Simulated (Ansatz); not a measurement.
**A constructed model of the (111) surface of fcc Rh (in the relaxation 3 Rh–Y bonds formed), (√3x√3)R30° layer of Y, one a cell, in the other hollow (bottom of the slab: a bare face, its two planes held)**

Calculation: PBE (plane waves to 420 eV, PAW; Ansatz, a first-principles code).

Slab: 19 atoms, 14.1 Å thick at the start; k 9x9x1, smearing 0.1 eV, dipole-corrected; 6 atoms held, the rest relaxed; start symmetry kept, larger cells not searched; no spin, no spin-orbit, no U. In PBE it is, or lies within 0.01 eV a 1x1 cell of, the lowest of the 2 structures of its composition computed so far; larger cells were not tried.

The work function of the top face comes out as 2.54 eV, the energy released by relaxation is 2.12 eV and the cost is around 15 core-minutes (rough).
